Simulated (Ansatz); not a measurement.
## GaI3 (P2₁/c, No. 14)

Method: LDA (plane waves, PAW; Ansatz, an electronic-structure program).

Run with plane-wave cutoff 500 eV, 4×6×4 k mesh (along the axes of the cell as run), gaussian smearing 0.02 eV, scalar-relativistic PAW data made under PBE.

Cell (relaxed at this level):

```xyz
16
Lattice="9.2919 0.0000 0.0814 0.0000 5.7971 0.0000 -3.4906 0.0000 10.7967" Properties=species:S:1:pos:R:3 pbc="T T T"
Ga     4.1165     5.7929    10.3319
Ga     1.6848     0.0042     0.5462
Ga    -0.0605     2.8943     5.9445
Ga     5.8618     2.9028     4.9336
I      3.4429     1.5263     8.4939
I      2.3583     4.2708     2.3843
I      0.6130     4.4249     7.7826
I      5.1883     1.3722     3.0955
I      5.9810     4.2702     0.6352
I     -0.1798     1.5270    10.2429
I      1.5656     1.3716     4.8445
I      4.2357     4.4255     6.0336
I      8.8544     1.3749     1.4232
I     -3.0532     4.4222     9.4549
I     -1.3079     4.2734     4.0566
I      7.1091     1.5237     6.8215
```

For GaI3 (P2₁/c, No. 14), the band gap is 1.85 eV (on the SCF k mesh).

Note: the volume lies 11 % below that of the published cell.

Spin–orbit coupling is not included; with these elements it can move the gap by several tenths of an eV or more.

Computed values are for the static lattice.

Cost on a shared machine: around 60 core-minutes (rough).
